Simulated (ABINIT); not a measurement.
Band structure of YMg (P-3m1, 4 atoms in the cell).

```yaml
crystal:
  lattice:
    - [3.41705, 0.00000, 0.00000]
    - [-1.70853, 2.95925, 0.00000]
    - [0.00000, 0.00000, 11.24178]
  atoms:
    - { symbol: Y, position: [0.66667, 0.33333, 0.87089] }
    - { symbol: Y, position: [0.33333, 0.66667, 0.12911] }
    - { symbol: Mg, position: [0.33333, 0.66667, 0.61802] }
    - { symbol: Mg, position: [0.66667, 0.33333, 0.38198] }
```

Level of theory: LDA (PW92), PAW (JTH v2.0 LDA PAW) (plane waves; ABINIT 10.0.3).

Settings: pseudos = [Y.LDA_PW-JTH.xml, Mg.LDA_PW-JTH.xml]; ecut = 544 eV; pawecutdg = 1088 eV; ixc = 7; occopt = 7; tsmear = 0.00734986 Ha; ngkpt = 8 8 2; nshiftk = 1; shiftk = 0 0 0; potentials = JTH v2.0 LDA PAW; kptopt = 1; nstep = 50; tolvrs1 = 1e-10.

The starting cell comes from a database of computed structures (which also holds hypothetical and non-ambient phases and stackings), without a prior relaxation at this level.

These are the values that this program gave, and no reference: the one-centre exchange-correlation terms come from a truncated expansion.

Levels in eV from the Fermi level, bands 18 to 25:
```csv
point,18,19,20,21,22,23,24,25
Γ,-4.12,-3.88,-1.82,-0.28,1.00,1.97,1.97,2.19
M,-1.76,-1.46,-1.26,-0.53,-0.37,0.58,1.48,1.64
K,-0.47,-0.47,-0.23,-0.13,-0.13,0.22,0.50,0.50
A,-4.76,-2.73,-2.53,-0.31,0.96,1.97,1.97,2.19
L,-1.83,-1.26,-1.03,-0.89,-0.04,0.19,1.08,2.25
H,-0.53,-0.49,-0.29,-0.10,-0.10,0.12,0.64,0.64
```

Bands cross the Fermi level along this path, so the cell is metallic at this level.
